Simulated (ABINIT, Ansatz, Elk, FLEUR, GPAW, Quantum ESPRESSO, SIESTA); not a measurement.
## Mg6SiW (Amm2, 8 atoms in the cell) computed with different codes at matched settings

Self-consistent single point, at a second geometry (lattice scaled by 0.98). First geometry:

```yaml
crystal:
  lattice:
    - [5.05425, 0.00000, 0.00000]
    - [0.00000, 2.80920, 5.34788]
    - [0.00000, -2.80920, 5.34788]
  atoms:
    - { symbol: Mg, position: [0.50000, 0.67384, 0.17240] }
    - { symbol: Mg, position: [0.50000, 0.17240, 0.67384] }
    - { symbol: Mg, position: [0.00000, 0.82349, 0.33915] }
    - { symbol: Mg, position: [0.00000, 0.33915, 0.82349] }
    - { symbol: Mg, position: [0.00000, 0.32376, 0.32376] }
    - { symbol: Mg, position: [0.00000, 0.82171, 0.82171] }
    - { symbol: Si, position: [0.50000, 0.17035, 0.17035] }
    - { symbol: W, position: [0.50000, 0.67529, 0.67529] }
```

Shared settings, as Ansatz (an electronic-structure program) writes them: kpoints.mp_grid.grid = 3 3 3; scf.occupations.method = fermi_dirac; scf.occupations.width = 0.1 eV. Potentials and cutoffs stand in the table.

```csv
code,model,ΔF from the first geometry (meV/atom),pressure (GPa),largest force (eV/Å),cutoff
ABINIT,"PBEsol, norm-conserving pseudopotentials (PseudoDojo nc-sr-04 PBEsol standard)",3.7,2.72,0.128,1143 eV
FLEUR,"PBEsol, all-electron FLAPW (FLEUR), scalar-relativistic valence",3.3,–,0.127,Kmax 4.2 1/bohr
Elk,"PBEsol, all-electron FP-LAPW, Elk's shipped species files, APW+lo basis with extra local orbitals",2.2,–,–,rgkmax 8
Quantum ESPRESSO,"PBEsol, GBRV 1.5 ultrasoft (PBESOL) pseudopotentials",2.9,2.24,0.128,40 Ry
Ansatz,"PBEsol, PAW files made with PBE",3.0,2.63,0.128,420 eV
GPAW,"PBEsol, GPAW PAW datasets PBEsol (made by gpaw-setup)",3.4,2.71,0.127,800 eV
SIESTA,"GGA PBEsol, numerical atomic orbitals DZP, PseudoDojo PBEsol standard norm-conserving potentials (rewritten from UPF to PSML)",22.8,6.16,–,grid 350 Ry
```

Size of the force on each atom (eV/Å): Sizes of forces hide their directions.

```
code                Mg1    Mg2    Mg3    Mg4    Mg5    Mg6    Si7     W8
----------------  -----  -----  -----  -----  -----  -----  -----  -----
ABINIT            0.042  0.042  0.110  0.110  0.128  0.071  0.074  0.033
FLEUR             0.043  0.043  0.114  0.114  0.127  0.077  0.075  0.031
Quantum ESPRESSO  0.042  0.042  0.108  0.108  0.128  0.071  0.075  0.034
Ansatz            0.042  0.042  0.109  0.109  0.128  0.072  0.075  0.034
GPAW              0.042  0.042  0.110  0.110  0.127  0.075  0.074  0.034
```

A dash marks a value that a program does not give, or that is left out as unsure.

On Ansatz's run: spin-orbit coupling is off. Spin polarisation is off.

The spread over the programs that give each value: ΔF from the first geometry within 20.6 meV/atom; pressure within 3.92 GPa; largest force within 0.001 eV/Å.

SIESTA uses small atom-centred bases, whose incompleteness enters pressures, forces and empty levels differently from a plane-wave cutoff. FLEUR and Elk treat all electrons, but the usual bases taken here (sphere radii, linearisation, local orbitals, empty states) were not tested for convergence, so the values are no reference for the others. Ansatz's pressure is given at a fixed set of plane waves, as the other plane-wave codes print theirs. In the pressure, SIESTA (by 3.48) lies more than 1 GPa from the median of the plane-wave programs.

The shared mesh is coarse (it stands for a supercell whose shortest vector is 15 Å), so the values are not converged in it.

The starting cell comes from a database of computed structures (which also holds hypothetical and non-ambient phases and stackings), without a prior relaxation at this level. For this run, on top of that: lattice scaled by 0.98.

Left out of this page: CP2K (unsound by tests on forces, stress, charge or solver warnings).

Keys are those of Ansatz 0.2.
